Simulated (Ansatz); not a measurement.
**A computed series for TiC: response to strain**

The reference is TiC in the rock salt structure (space group Fm-3m, No. 225; a = 4.3331 Å; relaxed with 0.1 eV smearing).

Strains are applied to the cell and any free atomic positions relax.

Level of theory: DFT with PBE, PAW potentials and a 420 eV plane-wave cutoff in Ansatz (a first-principles code), scalar-relativistic without spin-orbit coupling.

Candidates:
(a) isotropic strain −2.50 %
(b) isotropic strain +2.50 %
(c) isotropic strain −0.50 %
(d) isotropic strain +2.00 %

Notes on the quantities. energy relative to the base: free energy F.

Order them by energy relative to the base, highest first.

(a) isotropic strain −2.50 % (+48 meV/atom), (b) isotropic strain +2.50 % (+41 meV/atom), (d) isotropic strain +2.00 % (+27 meV/atom), (c) isotropic strain −0.50 % (+1.8 meV/atom)

Stability against distortions was not tested. The final runs are not spin-polarised.
